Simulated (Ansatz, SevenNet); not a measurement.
Voigt–Reuss–Hill bulk modulus (GPa) of solids drawn from the class of silicides and borides, at two levels: the machine-learned potential SevenNet-0 (trained on PBE and PBE+U data), and PBE (Ansatz, an electronic-structure program, plane waves, PAW).

| solid | SevenNet-0 | PBE | shift (%) |
|---|---|---|---|
| AlB2-type TiB₂ | 259 | 253 | -2.3 |
| AlB2-type HfB₂ | 234 | 249 | +6.4 |
| AlB2-type MgB₂ | 143 | 148 | +3.5 |
| AlB2-type ZrB₂ | 229 | 238 | +3.9 |
| C11b MoSi₂ | 195 | 205 | +5.1 |
| C11b WSi₂ | 217 | 218 | +0.5 |

The shifts run from -2.3 % to +6.4 %, with a median of +3.7 %.

Of 6 rows, PBE is the larger in 5 and the smaller in 1.

Ansatz's runs of these crystals have no spin polarisation.

Spin–orbit coupling is left out, also for the solids with elements from indium on (AlB2-type HfB2, C11b WSi2); its size isn't shown.

Each level is taken at its own relaxed cell. Ansatz's density-functional and Hartree–Fock values are scalar-relativistic unless marked +SOC, with PAW data made under PBE.
